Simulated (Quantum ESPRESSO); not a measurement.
Quantum ESPRESSO 7.5, DFT, PBE, plane waves, PseudoDojo 0.5 standard norm-conserving PBE (local tails restored to the Coulomb form): diamond-structure Si with 2 P on Si sites, atoms displaced (Si14P2), unrelaxed at the host's lattice constant, 16 atoms. Basis and mesh were picked for this test and aren't claimed converged.

* **cell**: 7.68, 7.68, 7.68 Å; 60, 60, 60°
* **distance to the nearest atom**: 2.29 to 2.35 Å
* **task**: scf
* **k mesh**: 3×3×3
* **ecutwfc**: 44 Ry
* **ecutrho**: 176 Ry
* **occupations**: smearing
* **smearing**: gaussian
* **degauss**: 0.005 Ry
* **conv_thr**: 1.6e-08 Ry
* **tprnfor**: true
* **tstress**: false
* **k-point pools (-nk)**: 8
* **diagonalization**: david (default)
* **k-points computed**: 14
* **bands**: 40
* **electrons**: 66
* **G-vectors of the density**: 85275
* **FFT grid**: 64×64×64

One run each.

All on 8 ranks. Base settings, kept where nothing else is said: mixing_mode = plain (default), mixing_beta = 0.7 (default), mixing_ndim = 8 (default). The settings tried:
- mixing_ndim = 16
- mixing_mode = local-TF, mixing_beta = 0.1
- mixing_beta = 0.1
- mixing_mode = TF, mixing_beta = 0.4
- mixing_mode = TF
- mixing_beta = 1
- mixing_mode = local-TF
- mixing_beta = 0.4
- mixing_mode = local-TF, mixing_beta = 0.4
- mixing_mode = TF, mixing_beta = 0.1
- mixing_ndim = 2
- mixing_mode = local-TF, mixing_beta = 0.2
- the base settings
- mixing_mode = TF, mixing_beta = 0.2
- mixing_ndim = 4
- mixing_mode = TF, mixing_beta = 1
- mixing_beta = 0.2

**Question.** Predict which of these converge in the fewest SCF iterations.

**Answer.** Fewest SCF iterations, with those close behind: mixing_mode = TF, mixing_beta = 1 (8); mixing_mode = TF (9); mixing_mode = local-TF (9); mixing_beta = 0.4 (10); the base settings (11); mixing_mode = local-TF, mixing_beta = 0.4 (11); mixing_ndim = 16 (11). Most among those that reach the base run's result: mixing_mode = TF, mixing_beta = 0.1 (27). All converged.

| setting | SCF iterations | end |
|---|---|---|
| mixing_mode = TF, mixing_beta = 1 | 8 | converged |
| mixing_mode = TF | 9 | converged |
| mixing_mode = local-TF | 9 | converged |
| mixing_beta = 0.4 | 10 | converged |
| the base settings | 11 | converged |
| mixing_mode = local-TF, mixing_beta = 0.4 | 11 | converged |
| mixing_ndim = 16 | 11 | converged |
| mixing_beta = 1 | 12 | converged |
| mixing_mode = TF, mixing_beta = 0.4 | 12 | converged |
| mixing_ndim = 2 | 12 | converged |
| mixing_ndim = 4 | 12 | converged |
| mixing_mode = local-TF, mixing_beta = 0.2 | 14 | converged |
| mixing_beta = 0.2 | 15 | converged |
| mixing_mode = TF, mixing_beta = 0.2 | 16 | converged |
| mixing_mode = local-TF, mixing_beta = 0.1 | 16 | converged |
| mixing_beta = 0.1 | 19 | converged |
| mixing_mode = TF, mixing_beta = 0.1 | 27 | converged |
